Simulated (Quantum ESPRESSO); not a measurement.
Troubleshooting Quantum ESPRESSO: a failed run on Mg5Sn (R32, 6 atoms in the cell). The aim is a self-consistent single point with DFT, LDA (PZ), plane waves, GBRV 1.5 ultrasoft (LDA) pseudopotentials.

Cell that was meant: a = 6.0806 Å, b = 6.0806 Å, c = 6.0806 Å, α = 53.83°, β = 53.83°, γ = 53.83°.

Part of the input:

```fortran
/
&ELECTRONS
    conv_thr = 1e-10
    electron_maxstep = 3
    mixing_beta = 0.4
/
ATOMIC_SPECIES
```

Output (repeated stretches shortened):

```
     Self-consistent Calculation

     iteration #  1     ecut=    40.00 Ry     beta= 0.40

     total energy              =    -784.21322962 Ry
     estimated scf accuracy    <       1.56046766 Ry

     iteration #  2     ecut=    40.00 Ry     beta= 0.40

     total energy              =    -784.19949380 Ry
     estimated scf accuracy    <       0.21872968 Ry

     iteration #  3     ecut=    40.00 Ry     beta= 0.40

     total energy              =    -784.23387906 Ry
     estimated scf accuracy    <       0.01023847 Ry
     End of self-consistent calculation

     convergence NOT achieved after   3 iterations: stopping

   JOB DONE.
```

Question: Find the mistake and give the fix.

Answer: The fault is an iteration limit that is too low. The loop is cut before its threshold is met, so whatever is printed at the end is not self-consistent. To fix it, raise the limit, or leave it to the default. The run ended unconverged after 3 iterations.

An input that runs soundly differs in these lines (not the only fix; some lines may just follow from the change or write a value another way):
```diff
-    electron_maxstep = 3
```

With that input, the run converged in 11 iterations: free energy E − TS -10670.0491 eV; Fermi level (on the code's own zero) 6.74 eV; pressure -1.74 GPa; largest force (vector length) 0.020 eV/Å (DFT, LDA (PZ), plane waves, GBRV 1.5 ultrasoft (LDA) pseudopotentials).

On the sound input: the starting cell comes from a database of computed structures (which also holds hypothetical and non-ambient phases and stackings), without a prior relaxation at this level.
